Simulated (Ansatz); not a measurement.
Start from NiBi in the NiAs type structure (space group P6_3/mmc, No. 194; a = 4.109 Å, c = 5.164 Å; not spin-polarised; a cell from a computed database, its experimental status unchecked; relaxed with 0.1 eV smearing). Axes: x lies along a and z along c of the hexagonal cell.

Level of theory: PBEsol (Ansatz, a first-principles code), no spin-orbit coupling.

Modification: uniaxial strain ε_xx = +1.09 %, all other strain components held at zero; the atoms relax in the strained cell.

Question: Predict the stress tensor and what it implies for the stiffness.

Answer: Stress of the strained cell less that of the base (GPa, compression positive):
```
   -1.6     0.0     0.0
    0.0    -0.8     0.0
    0.0     0.0    -0.9
```

Then −Δσ_ii/ε with ε = 0.0109 gives relaxed-ion elastic constants: C11 ≈ 150 GPa, C12 ≈ 75 GPa and C13 ≈ 80 GPa.

No phonon test of stability was made. The final runs are not spin-polarised.
